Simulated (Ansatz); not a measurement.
Base system: Cu3N (space group Pm-3m, No. 221; a = 3.827 Å).

The values are results of Kohn–Sham DFT with the PBE functional, run in Ansatz (a first-principles code) with PAW and 420 eV plane waves, no spin-orbit coupling, not measurements.

Before the change:

The pressure is 0.00 GPa.

Perturbation: an isotropic linear strain of −1.20 %, atoms relaxed at fixed cell.

Question: How does this affect the energy relative to the base?

Answer: The energy goes up by 6.9 meV/atom.

Question: What does the calculation give for the pressure after the change?

Answer: The pressure goes from zero to 4.59 GPa.

Stability against distortions was not tested. The final runs are not spin-polarised.
